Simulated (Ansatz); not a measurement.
Start from Ti in the hcp (Mg type) structure (space group P6_3/mmc, No. 194; a = 2.9364 Å, c = 4.6402 Å; relaxed with 0.1 eV smearing). Axes: x lies along a and z along c of the hexagonal cell.

All numbers come from r2SCAN, PAW, 500 eV (Ansatz, an electronic-structure program; no spin-orbit coupling).

Now apply this change: an isotropic linear strain of +2.50 %; the atoms relax in the strained cell.

### Question
Predict the stress tensor and what it implies for the stiffness.

### Answer
Stress of the strained cell less that of the base (GPa, compression positive):
```
   -7.6     0.0     0.0
    0.0    -7.6     0.0
    0.0     0.0    -7.5
```

Then B = −ΔP/(ΔV/V₀) with ΔV/V₀ = 0.0769 gives secant stiffness values (nonlinear terms included at this strain): B (at held cell shape, above the free-shape value) ≈ 99 GPa.

As a check, the harmonic strain energy −½ V₀ Δσ:ε is 31 meV/atom; the computed energy rise is 33 meV/atom.

No phonon test of stability was made. All final runs are without spin polarisation.
